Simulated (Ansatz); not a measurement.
Pd3GaN (model structure, started from the Ni3MgC type, Pm-3m, No. 221, 5 atoms in the cell): properties by level of theory

```
level (code)     lattice constant a (Å)  bulk modulus B0 (GPa)  cohesive energy (eV/atom)
---------------  ----------------------  ---------------------  -------------------------
LDA (Ansatz)                      4.050                    ___                       4.88
PBE (Ansatz)                        ___                    ___                       3.68
PBEsol (Ansatz)                     ___                    ___                       4.31
r²SCAN (Ansatz)                     ___                    ___                        ___
```

Problem. Fill in the missing entries.

Solution. 
- LDA (Ansatz, an electronic-structure program), bulk modulus B0 (GPa): 202
- PBE (Ansatz), lattice constant a (Å): 4.148
- PBE (Ansatz), bulk modulus B0 (GPa): 157
- PBEsol (Ansatz), lattice constant a (Å): 4.085
- PBEsol (Ansatz), bulk modulus B0 (GPa): 186
- r²SCAN (Ansatz), lattice constant a (Å): 4.116
- r²SCAN (Ansatz), bulk modulus B0 (GPa): 173
- r²SCAN (Ansatz), cohesive energy (eV/atom): 3.88

Caveats: the bulk modulus is −V dP/dV from two relaxed cells at ±2 % in volume (LDA, PBE, PBEsol, r²SCAN). Ansatz's density-functional and Hartree–Fock values are scalar-relativistic unless marked +SOC, with PAW data made under PBE.

Free atoms are spin-polarised, in the lowest state found; at levels without +SOC their spin–orbit coupling is left out.

A model structure was made by putting elements into a prototype or built by hand; it is no filed structure, need not be a known phase, and can be a saddle point held by its symmetry.
